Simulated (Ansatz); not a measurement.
The reference is GaAs in the rock salt structure (space group Fm-3m, No. 225; a = 5.394 Å; a hypothetical phase, not in the database extracts checked; relaxed with 0.1 eV smearing). Axes: x, y, z lie along the cube axes.

Level of theory: Kohn–Sham DFT with the PBE functional, run in Ansatz (a program for electronic structure) with PAW and 420 eV plane waves, without spin-orbit coupling, earlier PAW set.

It is then changed as follows: the cell is stretched by 1.01 % along x with no lateral relaxation; the atoms relax in the strained cell.

### Question
Estimate the effect on the stress.

### Answer
The stress (xx, yy, zz, yz, xz, xy; compression positive) comes out as (-1.3, -0.4, -0.4, 0.0, 0.0, 0.0) GPa.

### Question
Predict the new energy relative to the base.

### Answer
The energy increases by 0.8 meV/atom.

Stability against distortions was not tested. All final runs are without spin polarisation.
